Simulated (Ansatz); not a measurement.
## Effect of pressure 30 GPa on BP

Consider BP in the zinc blende structure (space group F-43m, No. 216; a = 4.536 Å).

Now apply this change: cell and atoms relaxed at a pressure of 30 GPa.

The values are results of r2SCAN/PAW in Ansatz (an electronic-structure program), no spin-orbit coupling, earlier PAW set, not measurements. k-mesh 12×12×12 (Γ-centred); smearing 0.05 eV (Fermi–Dirac).

The lattice parameter a shrinks by 0.203 Å, from 4.536 Å to 4.333 Å and the shortest interatomic distance falls by 0.088 Å to 1.876 Å. The enthalpy H = E + PV relative to the base's energy is +2.03 eV/atom and the band gap falls by 0.22 eV to 1.19 eV. The smallest direct gap increases by 0.256 eV, from 3.60 eV to 3.85 eV and the width of the top valence band goes up by 0.854 eV to 6.60 eV. The electron mass changes from 1.3 mₑ along k, 0.22 mₑ across (off the special points) to 2.5 mₑ along k, 0.22 mₑ across (off the special points) and the hole mass (degenerate bands, along [100]) becomes 0.23, 0.23, 0.39 mₑ (at Γ) (base: 0.24, 0.24, 0.32 mₑ (at Γ)).

Final structure:

```
BP
1.0
    0.00000     2.16674     2.16674
    2.16674     0.00000     2.16674
    2.16674     2.16674     0.00000
P B
1 1
Direct
  0.75000   0.75000   0.75000
  0.00000   0.00000   0.00000
```

Cost of the whole job for the changed cell (relaxation, final SCF and bands): very roughly 12 core-seconds.

Load acts through the strain it causes; cell and atoms are relaxed under it. Effective masses come from finite differences of ±0.01 Å⁻¹. Along k means along the line from Γ to the band edge. No phonon test of stability was made. Competing high-pressure phases were not computed.
